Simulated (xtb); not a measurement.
xtb 6.7.1, GFN2-xTB: Hf(OH)(NH2)(Me)2 ([CH3][Hf]([CH3])([NH2])[OH]), 14 atoms. The geometry is a generated start, not checked to be a minimum at this level.

```
Quantity                                                                                                       Result
------------------------  -------------------------------------------------------------------------------------------
method                                                                                                       GFN2-xTB
--acc                                                                                                     1 (default)
--etemp (K)                                                                                             300 (default)
detailed input (--input)  none: ANC optimiser, Lindh (1995) Hessian, microcycle=20, maxdispl=1.0, hlow=0.01 (default)
basis functions                                                                                                    35
valence electrons                                                                                                  32
```

```xyz
14

Hf     0.2455    -0.1240    -0.1071
O      1.6560     0.3989    -1.2951
H      2.1606     1.1946    -1.0997
N      1.1405    -1.0029     1.5173
H      1.3913    -0.4296     2.3255
H      1.9451    -1.6097     1.3450
C     -1.1565    -1.5128    -1.1852
H     -2.0778    -1.0177    -1.5257
H     -1.4762    -2.3774    -0.5886
H     -0.6810    -1.9238    -2.0872
C     -0.6607     1.8280     0.5768
H      0.0810     2.4935     1.0417
H     -1.4523     1.6827     1.3259
H     -1.1156     2.4004    -0.2436
```

Charge 0 and multiplicity 1 are set for this test and not shown to be the ground state.

The structure is relaxed from this start with --opt LEVEL for the levels crude, sloppy, loose, lax, normal, tight, vtight, extreme, once each. Up to the end of the extreme run atoms move by at most 0.80 Å along an axis.

Q: Choose the cheapest level whose final energy lies within 1 meV of that of extreme.

A: normal: 33 cycles against 67, ending 0.78 meV above.

```
level    cycles  energy above the extreme run (meV)  gradient norm (eV/Å)
-------  ------  ----------------------------------  --------------------
crude         1                                  18                 0.094
sloppy        1                                  18                 0.094
loose         1                                  18                 0.094
lax           1                                  18                 0.094
normal       33                                0.78                 0.026
tight        44                                0.19                0.0068
vtight       57                               0.034                0.0022
extreme      67                                   —                0.0014
```
